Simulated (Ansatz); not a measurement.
The reference is Mo in the bcc (W type) structure (space group Im-3m, No. 229; a = 3.130 Å). Axes: x, y, z lie along the cube axes.

Computed with PBEsol in Ansatz (plane waves to 420 eV, PAW, scalar-relativistic without spin-orbit coupling).

For the base:

```
Property  Result
--------  ------
Band gap    zero
```

Perturbation: a free-standing slab of 2 layers (2 atoms, 1 a layer) is cut normal to [110], with 15 Å of vacuum and the in-plane cell held at bulk.

Task: How does this affect the excess energy per area of both faces?

Result: The excess energy per area of both faces (slab less bulk energy over the cell's area: twice a surface energy) amounts to 6.03 J/m² (uncertain by up to 0.05 J/m²).

Task: Estimate the effect on the band gap.

Result: The band gap remains zero.

Slab and bulk use different k-meshes, which limits the precision of the excess energy. Stability against distortions was not tested. All final runs are without spin polarisation.

Ansatz is a first-principles code.
